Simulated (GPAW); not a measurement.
# GPAW run on SiSbPt₅ (P4/mmm, 7 atoms in the cell): self-consistent single point

Level of theory: LDA (Perdew-Wang 92), GPAW PAW datasets LDA (gpaw-data 1.0.1) (plane waves; GPAW).

Input:

```python
from ase import Atoms
from ase.units import GPa
from gpaw import GPAW

atoms = Atoms(['Si', 'Sb', 'Pt', 'Pt', 'Pt', 'Pt', 'Pt'],
              cell=[[3.996380, 0.000000, 0.000000],
                    [0.000000, 3.996380, 0.000000],
                    [0.000000, 0.000000, 7.273090]],
              scaled_positions=[[0.000000, 0.000000, 0.500000],
                                [0.500000, 0.500000, 0.000000],
                                [0.000000, 0.500000, 0.300400],
                                [0.000000, 0.500000, 0.699600],
                                [0.500000, 0.000000, 0.300400],
                                [0.500000, 0.000000, 0.699600],
                                [0.000000, 0.000000, 0.000000]],
              pbc=True)

calc = GPAW(mode={'name': 'pw', 'ecut': 600},
            xc='LDA',
            kpts={'size': (6, 6, 3), 'gamma': True},
            occupations={'name': 'methfessel-paxton', 'width': 0.1, 'order': 0},
            nbands=-13,
            convergence={'density': 1e-05},
            symmetry={'symmorphic': False, 'tolerance': 0.0005},
            maxiter=120,
            txt='-')

atoms.calc = calc

energy = atoms.get_potential_energy()
print('Energy (eV):', round(energy, 6))
forces = atoms.get_forces()
print('Forces (eV/Ang):')
print(forces.round(5))
stress = atoms.get_stress()
print('Stress (GPa, Voigt):', (stress / GPa).round(4))
```

The program printed (abridged):

```
Input parameters:
  convergence: {density: 1e-05}
  kpts: {gamma: True,
         size: (6, 6, 3)}
  maxiter: 120
  mode: {ecut: 600,
         name: pw}
  nbands: -13
  occupations: {name: methfessel-paxton,
                order: 0,
                width: 0.1}
  symmetry: {symmorphic: False,
             tolerance: 0.0005}

species:
  Si:
    name: Silicon
    Z: 14.0
    valence: 4
    core: 10
    charge: 0.0
    file: Si.LDA.gz

    # Using partial waves for Si as LCAO basis

  Sb:
    name: Antimony
    Z: 51.0
    valence: 15
    core: 36
    charge: 0.0
    file: Sb.LDA.gz

    # Using partial waves for Sb as LCAO basis

  Pt:
    name: Platinum
    Z: 78.0
    valence: 16
    core: 62
    charge: 0.0
    file: Pt.LDA.gz

    # Using partial waves for Pt as LCAO basis

Reference energy: -2684474.893833  # eV

Spin-paired calculation

Convergence criteria:
 Maximum [total energy] change in last 3 cyles: 0.0005 eV / valence electron
 Maximum integral of absolute [dens]ity change: 1e-05 electrons / valence electron
 Maximum integral of absolute [eigenst]ate change: 4e-08 eV^2 / valence electron
 Maximum number of scf [iter]ations: 120

Symmetries present (total): 16
Symmetries with fractional translations: 0
108 k-points: 6 x 6 x 3 Monkhorst-Pack grid + [1/12,1/12,0.000000]
20 k-points in the irreducible part of the Brillouin zone
       k-points in crystal coordinates                weights
   0:     0.00000000    0.00000000    0.00000000          1/108
   1:     0.00000000    0.00000000    0.33333333          2/108
   2:     0.16666667    0.00000000    0.00000000          4/108
   [... 7 lines left out ...]
          ...
  19:     0.50000000    0.50000000    0.33333333          2/108

Wave functions: Plane wave expansion
  Cutoff energy: 600.000 eV
  Number of coefficients (min, max): 3821, 3944
  Pulay-stress correction: 0.000000 eV/Ang^3 (de/decut=0.000000)

Occupation numbers: Methfessel-Paxton:
  width: 0.1000  # eV
  order: 0

Eigensolver

Densities:
  Coarse grid: 24*24*42 grid
  Fine grid: 48*48*84 grid
  Total Charge: 0.000000

Density mixing:
  Method: separate
  Backend: pulay
  Linear mixing parameter: 0.05
  old densities: 5
  Damping of long wavelength oscillations: 50

Hamiltonian:
  XC and Coulomb potentials evaluated on a 48*48*84 grid
  External potential:
    NoExternalPotential

Number of atoms: 7
Number of atomic orbitals: 73
Number of bands in calculation: 62
Number of valence electrons: 99
Bands to converge: occupied

Density initialized from atomic densities
  62 bands from LCAO basis set

Atomic positions and initial magnetic moments

Positions:
   0 Si     0.000000    0.000000    3.636545    ( 0.0000,  0.0000,  0.0000)
   1 Sb     1.998190    1.998190    0.000000    ( 0.0000,  0.0000,  0.0000)
   2 Pt     0.000000    1.998190    2.184836    ( 0.0000,  0.0000,  0.0000)
   3 Pt     0.000000    1.998190    5.088254    ( 0.0000,  0.0000,  0.0000)
   4 Pt     1.998190    0.000000    2.184836    ( 0.0000,  0.0000,  0.0000)
   5 Pt     1.998190    0.000000    5.088254    ( 0.0000,  0.0000,  0.0000)
   6 Pt     0.000000    0.000000    0.000000    ( 0.0000,  0.0000,  0.0000)

Unit cell:
           periodic     x           y           z      points  spacing
  1. axis:    yes    3.996380    0.000000    0.000000    24     0.1665
  2. axis:    yes    0.000000    3.996380    0.000000    24     0.1665
  3. axis:    yes    0.000000    0.000000    7.273090    42     0.1732

  Lengths:   3.996380   3.996380   7.273090
  Angles:   90.000000  90.000000  90.000000

Effective grid spacing dv^(1/3) = 0.1687

     iter     time        total  log10-change:
                         energy   eigst   dens
iter:   1 --:--:--   -55.553427
iter:   2 --:--:--   -55.296785   -0.64  -1.42
iter:   3 --:--:--   -53.570726   -1.35  -1.44
iter:   4 --:--:--   -53.434987   -2.43  -1.69
iter:   5 --:--:--   -53.426944   -1.94  -1.77
iter:   6 --:--:--   -53.378465   -2.43  -2.07
iter:   7 --:--:--   -53.253098   -2.56  -2.13
iter:   8 --:--:--   -53.243416   -3.51  -2.44
iter:   9 --:--:--   -53.238390c  -3.09  -2.49
iter:  10 --:--:--   -53.234083c  -3.92  -2.70
iter:  11 --:--:--   -53.232770c  -4.56  -2.92
iter:  12 --:--:--   -53.234128c  -4.15  -3.01
iter:  13 --:--:--   -53.232639c  -4.62  -3.04
iter:  14 --:--:--   -53.232579c  -5.33  -3.24
iter:  15 --:--:--   -53.232919c  -5.18  -3.33
iter:  16 --:--:--   -53.232784c  -5.27  -3.46
iter:  17 --:--:--   -53.232640c  -5.37  -3.65
iter:  18 --:--:--   -53.232639c  -6.37  -3.92
iter:  19 --:--:--   -53.232670c  -6.10  -3.95
iter:  20 --:--:--   -53.232661c  -7.39  -4.10
iter:  21 --:--:--   -53.232660c  -8.11c -4.19
iter:  22 --:--:--   -53.232651c  -7.50c -4.21
iter:  23 --:--:--   -53.232646c  -7.64c -4.29
iter:  24 --:--:--   -53.232642c  -7.42c -4.36
iter:  25 --:--:--   -53.232641c  -8.39c -4.70
iter:  26 --:--:--   -53.232643c  -8.33c -4.85
iter:  27 --:--:--   -53.232644c  -9.14c -5.02c

Converged after 27 iterations.

Dipole moment: (0.000000, -0.000000, -0.000000) |e|*Ang

Energy contributions relative to reference atoms: (reference = -2684474.893833)

Kinetic:        -44.657675
Potential:      +36.685184
External:        +0.000000
XC:             -42.277963
Entropy (-ST):   -0.032108
Local:           -2.966136
SIC:             +0.000000
--------------------------
Free energy:    -53.248698
Extrapolated:   -53.232644

Showing only first 2 kpts
 Kpt  Band  Eigenvalues  Occupancy
  0    47      9.48227    2.00000
  0    48     10.64648    1.10242
  0    49     10.68929    0.63355
  0    50     10.95318    0.00003

  1    47     10.50355    1.96845
  1    48     10.64686    1.09817
  1    49     10.68889    0.63763
  1    50     10.71269    0.41934

Fermi level: 10.65558

No gap
No difference between direct/indirect transitions
Energy (eV): -53.232644

Forces in eV/Ang:
  0 Si    0.00000    0.00000    0.00000
  1 Sb   -0.00000   -0.00000    0.00000
  2 Pt    0.00000    0.00000   -0.03233
  3 Pt    0.00000    0.00000    0.03233
  4 Pt    0.00000    0.00000   -0.03233
  5 Pt    0.00000    0.00000    0.03233
  6 Pt   -0.00000   -0.00000    0.00000

Stress tensor:
     0.078666     0.000000     0.000000
     0.000000     0.078666     0.000000
     0.000000     0.000000     0.069090
Stress (GPa, Voigt): [12.6037 12.6037 11.0695  0.      0.      0.    ]
```

The run converged in 27 iterations. GPAW prints stress with tension positive.

The starting cell comes from a database of computed structures (which also holds hypothetical and non-ambient phases and stackings), without a prior relaxation at this level. Spin-orbit coupling is off. Spin polarisation is off. With a pressure of about -12 GPa the cell is away from its equilibrium volume at this level.

Cost on one core of a shared machine: roughly 3 min.
